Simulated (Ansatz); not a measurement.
System: O vacancy in corundum (charge state +2). Method: PBE, PAW (plane waves to 420 eV; Ansatz, a quantum-chemistry and plane-wave program).

Settings: 120 host sites, the relaxed PBE lattice, the Γ point alone, smearing 0.01 eV, spin-restricted, no image-charge correction. Static, classical nuclei. The charge state is imposed; whether it is stable for some Fermi level was not computed. Forms of the defect that were not tried may lie lower.

Barriers: single points on a 2×2×2 k-point mesh shifted by half a step along c at the bands' geometries.

The step: a nearby O atom hops onto the vacant site; the atom moves 2.53 Å along (0.06, 0.33, -0.16) of the unit cell; the moving atom starts with neighbours Al at 1.86, Al at 1.94, Al at 1.96, Al at 2.07 Å and ends with Al at 1.86, Al at 1.94, Al at 1.96, Al at 2.07 Å.

Problem. What migration barrier of this step does PBE, PAW give?

Solution. 1.73 eV, the same both ways. At the saddle the moving atom has neighbours 2 Al at 1.68 Å. The saddle point's order was not checked, and it lies on a symmetry element of the cell, where a band can be held.
